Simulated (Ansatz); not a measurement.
Y, response to strain

The parent structure is Y in the hcp (Mg type) structure (space group P6_3/mmc, No. 194; a = 3.594 Å, c = 5.610 Å; relaxed with 0.1 eV smearing). Axes: x lies along a and z along c of the hexagonal cell.

Strains are applied to the cell and any free atomic positions relax; under biaxial strain the out-of-plane vector relaxes too.

The values are results of DFT with PBEsol, PAW potentials and a 420 eV plane-wave cutoff in Ansatz (a quantum-chemistry and plane-wave program), no SOC, not measurements.

```csv
"biaxial strain, plane normal [001], relaxed out of plane (%)",out-of-plane strain (%)
-3,1.82
-2.5,1.50
-2,1.19
-1.5,?
-1,0.57
-0.5,0.28
0,0.00
```

Q: Fit ε⊥ = −νε + γε² (strains in %) to the rows shown and predict the withheld row.

A: Least squares on the printed values gives ν = 0.56 (the biaxial Poisson response) and γ = 0.016 (largest residual 0.01 %); this predicts 0.88 %, and the run gives 0.88 %, in agreement.

Stability against distortions was not tested. All final runs are without spin polarisation.
